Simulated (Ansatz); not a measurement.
**What W → Ta does to WSi2**

The reference is WSi2 (space group I4/mmm, No. 139; a = 3.212 Å, c = 7.804 Å).

It is then changed as follows: every W is replaced by Ta, then cell and atoms are relaxed.

All numbers come from r2SCAN (Ansatz, a quantum-chemistry and plane-wave program; PAW; 500 eV plane waves; no SOC). Settings: 20×20×20 k-points, 0.05 eV Fermi–Dirac smearing.

```tsv
quantity	base	changed	shift
density	9.90 g/cm³	9.05 g/cm³	-0.85 g/cm³
lattice parameter a	3.212 Å	3.267 Å	+0.055 Å
c/a ratio	2.430	2.495	+0.065
space group	I4/mmm (No. 139)	I4/mmm (No. 139)	–
shortest interatomic distance	2.577 Å	2.666 Å	+0.089 Å
band gap	zero	zero	–
```

Stability against distortions was not tested. As relaxed here, TaSi2 is a hypothetical phase, not in the database extracts checked. The final runs are not spin-polarised. An odd electron count without spin: TaSi2.
